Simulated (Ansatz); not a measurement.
Hypothetical CdI2 type SiO2 under a change: isotropic strain +1.20 %

The parent structure is SiO₂ in the CdI2 type structure (space group P-3m1, No. 164; a = 2.670 Å, c = 4.509 Å; a hypothetical phase, not in the database extracts checked; layered, stacked along the Cartesian z axis).

The change: every lattice vector is stretched by 1.20 %; the atoms relax in the strained cell.

Computed with PBEsol-D3(BJ) (Ansatz, an electronic-structure program), without spin-orbit coupling. Γ-centred 14×14×7 mesh, Fermi–Dirac width 0.05 eV.

```csv
quantity,base,changed,shift
volume per atom,9.28 Å³,9.62 Å³,+0.34 Å³
shortest interatomic distance,1.791 Å,1.803 Å,+0.012 Å
energy relative to the base (free energy F),0 meV/atom,+5.4 meV/atom,+5.4 meV/atom
"pressure (mean of the normal stresses, compression positive)",0.00 GPa,-5.01 GPa,-5.015 GPa
band gap,6.28 eV,5.89 eV,-0.385 eV
gap character,"indirect, K–Γ (67 % along) → Γ","indirect, K–Γ (67 % along) → Γ",–
mean gap deformation potential ΔEg/Δln V,–,-10.7 eV,–
electron mass,"0.75 mₑ along c, 0.37 mₑ across (at Γ)","0.77 mₑ along c, 0.36 mₑ across (at Γ)",–
largest internal atomic displacement,–,0.019 Å,–
```

Final structure:

```
CELL_PARAMETERS angstrom
      2.70216     0.00000     0.00000
     -1.35108     2.34014     0.00000
      0.00000     0.00000     4.56307
ATOMIC_POSITIONS crystal
  Si 0.00000 0.00000 0.00000
  O  0.66667 0.33333 0.19795
  O  0.33333 0.66667 0.80205
```

Effective masses come from finite differences of ±0.01 Å⁻¹. Whether these cells are dynamically stable was not tested.
